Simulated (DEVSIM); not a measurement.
Structure: W/HfO2/SiO2/p-Si capacitor, at 300 K.

Layer 1 from the left is HfO2, thickness (nm) 4.50. Layer 2 from the left is SiO2, thickness (nm) 0.860. Layer 3 from the left is Si, thickness (nm) 7300, Na (cm⁻³) 3.1e14.

Metal gate on the left, work function 4.6 eV. Fixed charge at the semiconductor interface 1.2e11 cm⁻² (in units of +e); no interface traps.

This is a model device: material constants are rounded textbook-type values typed into the input, and sizes, dopings and lifetimes were drawn at random. Values at 300 K.

HfO2: gap (eV) 5.7, affinity (eV) 2.5, permittivity 22. SiO2: gap (eV) 9, affinity (eV) 0.9, permittivity 3.9. Si: gap (eV) 1.124, affinity (eV) 4.05, permittivity 11.7, Nc (cm⁻³) 2.86e19, Nv (cm⁻³) 3.1e19.

Model (solved in DEVSIM): 1D Poisson equation in equilibrium, Boltzmann statistics, complete ionisation; no quantum confinement or tunnelling. Metal contacts follow the ideal Schottky-Mott rule: no Fermi-level pinning, no interface dipoles.

### Question
What does the simulation give for the flat-band voltage, the minimum of the low-frequency capacitance, the threshold voltage (band bending 2φF)?

### Answer
flat-band voltage -0.29 V; minimum of the low-frequency capacitance 0.00847 μF/cm²; threshold voltage (band bending 2φF) 0.25 V.
